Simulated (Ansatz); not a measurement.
A calculation on rock-salt LaS returned lattice constant a 5.859 Å, bulk modulus 86.7 GPa.

**Question.** Which level of theory produced these numbers?
A. PBEsol+SOC (Ansatz, a quantum-chemistry and plane-wave program)
B. LDA (Ansatz)
C. HSE06 (Ansatz)
D. PBEsol (Ansatz)

**Answer.** C, HSE06 (Ansatz)

The others give: PBEsol+SOC 5.805 Å, 89.5 GPa; LDA 5.768 Å, 95.0 GPa; PBEsol 5.805 Å, 89.5 GPa.

Unless a cell is named, each level is at its own relaxed cell (HSE06 25.14, LDA 23.99, PBEsol 24.46, PBEsol+SOC 24.45 Å³/atom).

Caveats: the relaxation could not lower the start's symmetry, so the cell can be a saddle point above a distorted one (PBEsol+SOC, LDA, PBEsol, HSE06). Ansatz's density-functional and Hartree–Fock values are scalar-relativistic unless marked +SOC, with PAW data made under PBE.
